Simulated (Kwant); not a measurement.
Device: In0.53Ga0.47As/InP stack with 2 barriers. One parabolic valley. Leads of mass 0.041 mₑ with the band edge at 0; grid 0.1 nm; bias swept from 0.01 to 0.375 V, dropping linearly over the stack. Emitter Fermi level 0.021 eV, 77 K, equal in the collector.

```
layer  thickness (nm)  band offset (eV)  mass (mₑ)
-----  --------------  ----------------  ---------
1                 2.3              0.25       0.08
2                 4.9                 0      0.041
3                 2.3              0.25       0.08
```

Constants are typed, rounded textbook-type inputs, not results; the design itself was drawn at random and stands for no fabricated device.

Model: one-band effective-mass tight-binding model in one dimension, coherent, no space charge, current by the Tsu-Esaki formula (Kwant).

Sweep values stay those of the base run.

Base results: J (A/cm²) at bias = 0.3750 V 3240; J (A/cm²) at bias = 0.09810 V 9870; first peak current (A/cm²) 58800; J (A/cm²) at bias = 0.1862 V 23600.

Problem. What follows from this one change: Fermi level in the emitter 0.021 → 0.016 eV?

Solution. J at bias = 0.3750 V 3240 → 2070 A/cm²; J at bias = 0.09810 V 9870 → 5450 A/cm²; first peak current 58800 → 39800 A/cm²; J at bias = 0.1862 V 23600 → 16200 A/cm².

Problem. What follows from this one change: height of the first barrier 0.25 → 0.2 eV?

Solution. J at bias = 0.3750 V 3240 → 5000 A/cm²; J at bias = 0.09810 V 9870 → 18700 A/cm²; first peak current 58800 → 83600 A/cm²; J at bias = 0.1862 V 23600 → 24900 A/cm².

Problem. What follows from this one change: thickness of the first barrier 2.3 → 1.8 nm?

Solution. J at bias = 0.3750 V 3240 → 5810 A/cm²; J at bias = 0.09810 V 9870 → 14700 A/cm²; first peak current 58800 → 94100 A/cm²; J at bias = 0.1862 V 23600 → 54200 A/cm².

Problem. What follows from this one change: temperature 77 → 4 K?

Solution. J at bias = 0.3750 V 3240 → 2030 A/cm²; J at bias = 0.09810 V 9870 → 2550 A/cm²; first peak current 58800 → 47600 A/cm²; J at bias = 0.1862 V 23600 → 19200 A/cm².

Problem. What follows from this one change: mass in the first barrier 0.08 → 0.048 mₑ?

Solution. J at bias = 0.3750 V 3240 → 5430 A/cm²; J at bias = 0.09810 V 9870 → 10400 A/cm²; first peak current 58800 → 82800 A/cm²; J at bias = 0.1862 V 23600 → 55400 A/cm².
